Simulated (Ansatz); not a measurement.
**HfGe2 in the fluorite structure (space group Fm-3m, No. 225; a hypothetical phase, not in the database extracts checked)**

```cif
data_Ge2Hf
_chemical_formula_sum 'Hf1 Ge2'
_space_group_name_H-M_alt 'P 1'
_space_group_IT_number 1
_cell_length_a 4.49486
_cell_length_b 4.49486
_cell_length_c 4.49486
_cell_angle_alpha 60.000
_cell_angle_beta 60.000
_cell_angle_gamma 60.000
loop_
_space_group_symop_operation_xyz
  'x, y, z'
loop_
_atom_site_label
_atom_site_type_symbol
_atom_site_fract_x
_atom_site_fract_y
_atom_site_fract_z
_atom_site_occupancy
Hf1 Hf 0.00000 0.00000 0.00000 1
Ge1 Ge 0.25000 0.25000 0.25000 1
Ge2 Ge 0.75000 0.75000 0.75000 1
```

Method: PBEsol (Ansatz, a program for electronic structure, PAW, no spin-orbit coupling), earlier PAW set. Γ-centred 13×13×13 mesh, Fermi–Dirac width 0.05 eV.

The volume per atom comes out as 21.40 Å³, the density is 8.37 g/cm³ and the band gap is zero. The total energy is -8035.175 eV/atom (σ→0; compares only within this code and set-up).

Whether these cells are dynamically stable was not tested. All final runs are without spin polarisation. HfGe2 has a high density of states at the Fermi level and may be magnetic at this level.
